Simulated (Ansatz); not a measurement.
## MoSi2: energy against volume

MoSi2 (MoSi2 type, I4/mmm, 13.579 Å³/atom and stress up to 0.01 GPa in the relaxed cell, c along z) under hydrostatic pressure, with the cell free. PBE in Ansatz, a plane-wave DFT program (PAW, default set), 420 eV, 20×20×20 Γ-centred mesh, Fermi-Dirac smearing 0.05 eV; ions are relaxed, or left where forces stay under 0.02 eV/Å, within the symmetry of each cell.

Here V stands for volume and E for E less E0.

| volume (Å³/atom) | E less E0 (meV/atom) | pressure (GPa) |
|---|---|---|
| 13.7159 | 0.86 | -2.00 |
| 13.6465 | 0.21 | -1.00 |
| 13.5791 | 0.00 | 0.00 |
| 13.5202 | 0.16 | 0.90 |
| 13.4435 | 0.87 | 2.10 |
| 13.2968 | 3.88 | 4.49 |
| 13.0432 | 14.48 | 8.99 |
| 12.7406 | 37.00 | 14.99 |
| 12.1134 | ? | ? |

The 8 complete rows are fitted with the third-order Birch-Murnaghan form, a cubic in V^(-2/3), E against V. With u = V^(-2/3) - 0.1775, the rows have u = -0.0029779, -0.0023867, -0.0018077, -0.0012978, -0.0006283, 0.0006703, 0.0029723, 0.0058187. Least squares gives E = 2.060 + 2285.6·u + 634658·u² + 776376·u³. Residuals (row less fit): -0.001, 0.000, 0.002, -0.001, -0.004, 0.003, -0.001, 0.000; standard error 0.003 (degrees of freedom: 4). Its minimum lies at u = -0.0018066, so V0 = (0.1756934)^(-3/2) = 13.58. There d²E/du² = 1261000 and d³E/du³ = 4658000, so B0 = (4/9) × 13.58^(-7/3) × 1261000 × 0.160218 = 204 GPa (the last factor turns the table's units into GPa), and B0' = 4 + (2/3) × 0.1756934 × (4658000)/1261000 = 4.4. B0' rests on the cubic coefficient alone and has a standard error of 0.1 from these residuals.

Task: What does the fit predict for E at V = 12.1134, and how far is the calculated value from it?

Result: u = 0.0120931, so E = 2.060 + 2285.6 × 0.0120931 + 634658 × 0.0120931² + 776376 × 0.0120931³ = 123.887 meV/atom. The calculation gives 123.77 meV/atom, 0.117 meV/atom below the prediction (0.1 % of the range of E in the table). The row lies outside the fitted rows, so this is an extrapolation. The scatter of the fitted rows lies at the last printed digit.

In a metal these values are sensitive to mesh and smearing; energies are taken to zero smearing, stresses follow the free energy. Other structures, which can take over under pressure, weren't tried. The same form fitted to the pressure column gives B0' = 4.4; series where the two differ by over 0.4 aren't shown. Rows are the converged runs of the series near zero and its far end, less any whose ions stayed unrelaxed beside relaxed ones; series whose fitted rows scatter by over a few per cent of the range, as at a crossing or softening among them, aren't shown in this form.
